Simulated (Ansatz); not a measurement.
Start from Ru in the hcp (Mg type) structure (space group P6_3/mmc, No. 194; a = 2.704 Å, c = 4.263 Å; relaxed with 0.1 eV smearing). Axes: x lies along a and z along c of the hexagonal cell.

The values are results of r2SCAN (Ansatz, an electronic-structure program; PAW; 500 eV plane waves; no SOC), not measurements.

Base values:

| Property | Value |
|---|---|
| Pressure | 0.0 GPa |

It is then changed as follows: tensile biaxial strain of 2.50 % in the plane normal to [001], as in epitaxy on a mismatched substrate; the out-of-plane cell vector and the atoms relax.

Question: Estimate the effect on the pressure.

Answer: The pressure (mean of the normal stresses, compression positive) goes from zero to -10.0 GPa.

No phonon test of stability was made. The final runs are not spin-polarised.
